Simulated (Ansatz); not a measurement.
# CdS, carrier doping

The parent structure is CdS in the zinc blende structure (space group F-43m, No. 216).

```
CdS
1.0
    0.00000     2.93890     2.93890
    2.93890     0.00000     2.93890
    2.93890     2.93890     0.00000
S Cd
1 1
Direct
  0.75000   0.75000   0.75000
  0.00000   0.00000   0.00000
```

Carriers are added at fixed cell with a uniform background; the Fermi–Dirac width is that of 300 K.

Computed with r2SCAN (Ansatz, a program for electronic structure), without spin-orbit coupling.

Notes on the quantities. Fermi level from band edge: Fermi level relative to the doped band's edge (positive inside the band; to 0.05 eV).

| hole density (10^21 cm⁻³) | Fermi level from band edge (eV) |
|---|---|
| 0.5 | 0.10 |
| 1 | 0.15 |
| 1.5 | ? |
| 10 | 0.60 |

### Question
Fit E_F = C n^s, fitted as a line in log–log form (a parabolic band gives s = 2/3) to the rows shown and predict the withheld row.

### Answer
Least squares on the printed values gives C = 0.15 eV, s = 0.60 (largest residual 0.00 eV); this predicts 0.19 eV, and the run gives 0.20 eV, in agreement.

Charged cell with a jellium background: band edges are those of the host's band count, energies are not comparable with the neutral cell, and many-body gap narrowing is missing. No phonon test of stability was made.
